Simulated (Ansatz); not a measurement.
**Ge3N4 with two functionals, pressure 10 GPa**

Start from Ge$_{3}$N$_{4}$ (space group P6_3/m, No. 176; a = 8.129 Å, c = 3.114 Å).

(Cell as relaxed with PBE.)

Levels (all Ansatz, a quantum-chemistry and plane-wave program, PAW): PBE (420 eV, without spin-orbit coupling); PBEsol (420 eV, no SOC).

Each level relaxes its own structure.

```
base                      PBE    PBEsol
-------------------  --------  --------
volume per atom      12.73 Å³  12.39 Å³
lattice parameter a   8.129 Å   8.057 Å
band gap              1.82 eV   2.09 eV
```

The change: a hydrostatic pressure of 10 GPa.

| quantity | PBE | PBEsol |
|---|---|---|
| lattice parameter a | 7.982 Å | 7.918 Å |
| band gap | 2.39 eV | 2.60 eV |

PBE's lattice parameter a lies 0.064 Å above PBEsol's (0.8 %); PBE's band gap lies 0.21 eV below PBEsol's. Neither level is exact; PBEsol is the comparison here, not a measurement.

Load acts through the strain it causes; cell and atoms are relaxed under it. Whether these cells are dynamically stable was not tested. No other phases were tried under pressure.
